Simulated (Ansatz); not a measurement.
# Response to strain in Cd

The parent structure is Cd in the hcp (Mg type) structure (space group P6_3/mmc, No. 194; relaxed with 0.1 eV smearing).

```yaml
crystal:
  lattice:
    - [3.02943, 0.00000, 0.00000]
    - [-1.51472, 2.62357, 0.00000]
    - [0.00000, 0.00000, 5.75892]
  atoms:
    - { symbol: Cd, position: [0.66667, 0.33333, 0.75000] }
    - { symbol: Cd, position: [0.33333, 0.66667, 0.25000] }
```

Strains are applied to the cell and any free atomic positions relax.

Calculations: Ansatz (a quantum-chemistry and plane-wave program), PBE, PAW, cutoff 420 eV, without spin-orbit coupling.

Candidates:
(a) isotropic strain −3.00 %
(b) isotropic strain −2.00 %
(c) isotropic strain +0.50 %

Notes on the quantities. energy relative to the base: free energy F.

Task: Order them by energy relative to the base, highest first.

Result: (a) isotropic strain −3.00 % (+30 meV/atom), (b) isotropic strain −2.00 % (+13 meV/atom), (c) isotropic strain +0.50 % (+0.7 meV/atom)

Stability against distortions was not tested.
